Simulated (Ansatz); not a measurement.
For Be5Au (F-43m, No. 216), PBEsol in Ansatz (PAW) gives:

| Quantity | Value |
|---|---|
| lattice constant a | 6.072 Å |
| cohesive energy | 4.06 eV/atom |
| formation enthalpy | -0.118 eV/atom |

### Question
What does HSE06 (Ansatz, an electronic-structure program, plane waves, PAW) give for the same quantities?

### Answer

- lattice constant a: 6.089 Å (increases by 0.3 %)
- cohesive energy: 3.66 eV/atom (falls by 0.40 eV/atom)
- formation enthalpy: -0.097 eV/atom (moves by +0.021 eV/atom)

Changes are worked out from the printed values.

Unless a cell is named, each level is at its own relaxed cell (PBEsol 9.33, HSE06 9.41 Å³/atom).

Levels without +SOC leave out spin–orbit coupling, which shifts energies and cells of such heavy elements.

Ansatz's density-functional and Hartree–Fock values are scalar-relativistic unless marked +SOC, with PAW data made under PBE.
